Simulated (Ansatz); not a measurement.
Results of PBEsol (PAW; Ansatz, a program for electronic structure) for CaO (model structure, F-43m, No. 216, 2 atoms in the cell).

Settings: plane-wave cutoff 520 eV, 12×12×12 k mesh, Fermi–Dirac smearing 0.01 eV, scalar-relativistic PAW data made under PBE.

Cell (relaxed with PBEsol):

CaO is modelled in the cubic space group F-43m (No. 216), the zinc blende structure, Pearson symbol cF8. Lattice parameters: a = b = c = 5.180 Å, α = β = γ = 90.00°. Ca on 4a is coordinated by 4 O at 2.243 Å (tetrahedral). O on 4d is coordinated by 4 Ca at 2.243 Å (tetrahedral). (Neighbours: up to the widest gap in distance over summed covalent radii, below 1.35, at either atom; cation-cation and far metal-metal contacts left out.)
(The calculation used a cell of 2 atoms; values per cell refer to that cell.)

Task: Give the computed band gap and smallest direct gap on the k points sampled.

Result: 
- band gap = 3.27 eV (indirect)
- smallest direct gap on the k points sampled = 3.93 eV

Note: the relaxation could raise the start's symmetry but not lower it, so the cell can be a saddle point.

A model structure was made by putting elements into a prototype or built by hand; it is no filed structure, need not be a known phase, and can be a saddle point held by its symmetry.
